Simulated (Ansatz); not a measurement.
The starting structures come from a database of crystals and need not be the phases stable at ambient conditions.

By PBEsol, the system below comes out a metal.

Without scattering a metal conducts by its projected Fermi surface.

```
CELL_PARAMETERS angstrom
      3.04215     0.00000     0.00000
      0.00000     4.30225     0.00000
      0.00000     2.15112     2.15112
ATOMIC_POSITIONS crystal
  Al 0.00000 0.00000 0.00000
  Ru 0.50000 0.50000 0.00000
```

The cell is strained (all lengths scaled by 1.02); by PBEsol it stands under a pressure of -12.5 GPa.

The current flows along the normal of the first two printed cell vectors, the (110) plane of the conventional cell. No spin-orbit coupling; the value is a mean over 0.1 eV about the Fermi level.

Question: Predict the ballistic conductance per area from PBEsol in Ansatz (a quantum-chemistry and plane-wave program).

Answer: 1.3 × 10¹⁵ S/m² for both spins.
